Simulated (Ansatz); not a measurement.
A self-consistent single point of Cs3VSe4 (I-43m, 8 atoms in the cell) with Ansatz (an electronic-structure program)

Level of theory: PBEsol, default PAW files made with PBE (plane waves; Ansatz).

The input file:

Ansatz 0.2 input:
```yaml
crystal:
  lattice:
    - [-4.30387500, 4.30387500, 4.30387500]
    - [4.30387500, -4.30387500, 4.30387500]
    - [4.30387500, 4.30387500, -4.30387500]
  atoms:
    - { symbol: Cs, position_ang: [0.00000000, 0.00000000, 4.30387500] }
    - { symbol: Cs, position_ang: [4.30387500, 0.00000000, 0.00000000] }
    - { symbol: Cs, position_ang: [0.00000000, 4.30387500, 0.00000000] }
    - { symbol: V, position_ang: [0.00000000, 0.00000000, 0.00000000] }
    - { symbol: Se, position_ang: [-1.32163393, 1.32163393, 1.32163393] }
    - { symbol: Se, position_ang: [1.32163393, 1.32163393, -1.32163393] }
    - { symbol: Se, position_ang: [1.32163393, -1.32163393, 1.32163393] }
    - { symbol: Se, position_ang: [2.98224106, 2.98224106, 2.98224106] }
basis:
  ecutwfc: 420.0
kpoints:
  mp_grid: { grid: [4, 4, 4], shift: [0.5, 0.5, 0.5] }
hamiltonian:
  xc: pbesol
  pseudopotentials: { kind: paw }
scf:
  occupations: { method: fixed }
output:
  forces: true
  eigenvalues: true
  stress: true
```

Output (repeated stretches shortened):

```
WARN ansatz: RAYON_NUM_THREADS=1 ignored (pool sized by the plan → 1); use --threads N
Pseudopotentials: kind: paw
Pseudopotential: Cs, paw, valence charge 9
Pseudopotential: V, paw, valence charge 13
Pseudopotential: Se, paw, valence charge 16
Crystal: 8 atoms, lattice volume = 318.889 Å³
Basis set: ecut = 420 eV, 6339 PW (Γ), exchange–correlation on 100×100×100 points (8 copies of the dense FFT grid, shifted against one another)
Bands: 63, of which v1, the nominal top of the filled ones, is band 52 counted from 1 (51 counted from 0)
Symmetry: 24 space group operations
Space group: I-43m (ITA 217), of the structure as read, at distance tolerance 6.8e-5 Å
k-points: 6 of 64 (time reversal used)
PAW frozen core: Cs, regenerated for the run's functional, and the local potential with it
PAW frozen core: V, regenerated for the run's functional, and the local potential with it
PAW frozen core: Se, regenerated for the run's functional, and the local potential with it
Initial density: superposition of atomic densities (neutral atoms: chi_scale 0, normalization atom), corrected by the library's trained network
Initial wavefunctions: pseudopotential atomic-orbital guess
Eigensolver: davidson
Functional: x = pbesol(κ = 0.804, μ = 0.12345679012345678), c = pbesol(β = 0.046)
SCF iter   1: F=—  HF=-41347.677083 eV  |F-HF|=—  |Δ(HF+E_count)|=         —  Δρ=2.14e-3  dr2=2.98e-2  ethr=1.77e-3  ⟨swp⟩=5.0  Hψ=1148  notcnv=0  defer=54
all-band conjugate gradients solve this SCF's bands
preconditioner: auto → Resta (q_TF=auto, 2.264 Å⁻¹)
SCF iter   2: F=—  HF=-41347.675586 eV  |F-HF|=—  |Δ(HF+E_count)|=   1.50e-3  Δρ=2.75e-3  dr2=2.79e-2  ethr=2.87e-5  ⟨swp⟩=2.0  Hψ=582  notcnv=0  defer=54
SCF iter   3: F=—  HF=-41347.680946 eV  |F-HF|=—  |Δ(HF+E_count)|=   5.36e-3  Δρ=4.18e-3  dr2=1.07e-1  ethr=2.68e-5  ⟨swp⟩=3.0  Hψ=678  notcnv=0  defer=54  recentre
SCF iter   4: F=—  HF=-41347.673707 eV  |F-HF|=—  |Δ(HF+E_count)|=   7.24e-3  Δρ=4.92e-4  dr2=6.55e-4  ethr=2.68e-5  ⟨swp⟩=3.0  Hψ=437  notcnv=0  defer=54
SCF iter   5: F=—  HF=-41347.674023 eV  |F-HF|=—  |Δ(HF+E_count)|=   3.17e-4  Δρ=1.15e-4  dr2=5.21e-5  ethr=6.30e-7  ⟨swp⟩=3.0  Hψ=666  notcnv=0  defer=54
SCF iter   6: F=—  HF=-41347.674017 eV  |F-HF|=—  |Δ(HF+E_count)|=   6.18e-6  Δρ=3.38e-5  dr2=3.23e-6  ethr=5.01e-8  ⟨swp⟩=2.0  Hψ=528  notcnv=0  defer=36
SCF iter   7: F=—  HF=-41347.674021 eV  |F-HF|=—  |Δ(HF+E_count)|=   3.70e-6  Δρ=7.05e-6  dr2=2.73e-7  ethr=3.10e-9  ⟨swp⟩=2.0  Hψ=654  notcnv=0  defer=36
SCF iter   8: F=—  HF=-41347.674021 eV  |F-HF|=—  |Δ(HF+E_count)|=   3.66e-7  Δρ=6.36e-6  dr2=2.20e-7  ethr=9.62e-11  ⟨swp⟩=13.7  Hψ=2096  notcnv=0
SCF iter   9: F=-41347.674021 eV  HF=-41347.674021 eV  |F-HF|=1.29e-8  |Δ(HF+E_count)|=   2.75e-8  Δρ=1.76e-6  dr2=1.64e-8  ethr=9.62e-11  ⟨swp⟩=2.7  Hψ=1137  notcnv=0
SCF 1 converged in 9 iterations: F = -41347.674021 eV  dr2 = 1.64e-8
SCF converged after 9 iterations
Free energy (F): -41347.674021 eV
Harris-Foulkes:  -41347.674021 eV  (|F-HF|=1.29e-8)
Internal energy: -41347.674021 eV  (E = F + TS)
E sigma→0 (E₀):  -41347.674021 eV
Fermi energy:    4.059764 eV
--- Per-component energies (eV) ---
  E_band       = -2147.028345
  E_kinetic    = 1238.248474
  E_local      = -16055.085675  (includes V_loc(G=0)·N_el)
  E_nonlocal   = -2324.616920
  E_hartree    = 7658.670046
  E_xc         = -1061.334472
  E_vxc        = -936.061735  (∫ρ·V_xc dr)
  E_paw        = -23505.732397  (= ΣΔE_a)
  E_vpaw       = 613.155302  (= ΣTr[D̂ρ^β])
  E_aug_tail   = -0.002160  (compensation charges beyond the density's cutoff)
  E_ewald      = -7302.436878
  E_core_change = 4.615961  (= ΣΔE_core)
  E_smearing   = -0.000000  (= −TS)
  E_closure    = -0.000000  (closes the sum)
  Σ components = -41347.674021   (vs F -41347.674021, Δ=0.00e0)
--- Forces (eV/Å), atoms counted from 1 ---
  atom   1  Cs     0.00000000     0.00000000     0.00000000
  atom   2  Cs    -0.00000000     0.00000000    -0.00000000
  atom   3  Cs     0.00000000    -0.00000000     0.00000000
  atom   4  V     -0.00000000    -0.00000000    -0.00000000
  atom   5  Se     0.06744215    -0.06744215    -0.06744215
  atom   6  Se    -0.06744215    -0.06744215     0.06744215
  atom   7  Se    -0.06744215     0.06744215    -0.06744215
  atom   8  Se     0.06744215     0.06744215     0.06744215
  max |Σ_I F_I| component: 1.39e-17 eV/Å
--- Stress (GPa, compression-positive) ---
       -0.797680      -0.000000      -0.000000
        0.000000      -0.797680      -0.000000
       -0.000000      -0.000000      -0.797680
  P = ⅓ Tr σ = -0.7977 GPa (-7.977 kbar)
  The stress holds the Pulay correction. Without it, at fixed plane waves, as pw.x and ABINIT print it: P = -0.8053 GPa
--- Band table (eV; the first three rows and the last of 6) ---
  k-point 0: bands = ["-59.5844", "-41.8298", "-41.8298", "-41.8298", "-41.8257", "-41.8117", "-41.8117", "-41.8117", "-41.8116", "-41.8116", "-41.8111", "-41.8111", "-41.8111", "-41.7978", "-41.7978", "-41.7978", "-41.7978", "-41.7978", "-41.7977", [...]
  k-point 1: bands = ["-59.5844", "-41.8298", "-41.8298", "-41.8298", "-41.8257", "-41.8117", "-41.8117", "-41.8117", "-41.8116", "-41.8116", "-41.8111", "-41.8111", "-41.8111", "-41.7978", "-41.7978", "-41.7978", "-41.7978", "-41.7978", "-41.7977", [...]
  k-point 2: bands = ["-59.5844", "-41.8298", "-41.8298", "-41.8298", "-41.8257", "-41.8117", "-41.8117", "-41.8117", "-41.8116", "-41.8116", "-41.8111", "-41.8111", "-41.8111", "-41.7978", "-41.7978", "-41.7978", "-41.7978", "-41.7978", "-41.7977", [...]
  k-point 5: bands = ["-59.5844", "-41.8298", "-41.8298", "-41.8298", "-41.8257", "-41.8117", "-41.8117", "-41.8117", "-41.8116", "-41.8116", "-41.8111", "-41.8111", "-41.8111", "-41.7978", "-41.7978", "-41.7978", "-41.7978", "-41.7978", "-41.7977", [...]
```

The run converged in 9 iterations.

The starting cell comes from a database of computed structures (which also holds hypothetical and non-ambient phases and stackings), without a prior relaxation at this level. Ansatz's pressure includes its estimate of the finite-basis (Pulay) stress. The shifted mesh does not hold Γ, so a gap read on it misses any band edge there.
